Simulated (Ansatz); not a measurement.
Consider BaO in the rock salt structure (space group Fm-3m, No. 225; a = 5.573 Å).

All numbers come from PBE (Ansatz, an electronic-structure program; PAW; 420 eV plane waves; scalar-relativistic without spin-orbit coupling).

Base values:

The valley order comes out as X along ⟨100⟩ 2.10 eV; Γ 3.52 eV and the electron mass is 1.2 mₑ along k, 0.40 mₑ across (at X).

Now apply this change: every lattice vector is stretched by 2.21 %; the atoms relax in the strained cell.

Q: What happens to the valley order, energy relative to the base, mean gap deformation potential ΔEg/Δln V and electron mass?

A: The valley order (the lowest conduction-band minima on the path, energy above the VBM, named in the base's zone) goes from X along ⟨100⟩ 2.10 eV; Γ 3.52 eV to X along ⟨100⟩ 2.28 eV; Γ 3.24 eV; the energy increases by 19 meV/atom; the mean gap deformation potential ΔEg/Δln V comes out as +2.7 eV; the electron mass changes from 1.2 mₑ along k, 0.40 mₑ across (at X) to 1.3 mₑ along k, 0.41 mₑ across (at X).

Effective masses come from finite differences of ±0.01 Å⁻¹. Along k means along the line from Γ to the band edge. Whether these cells are dynamically stable was not tested.
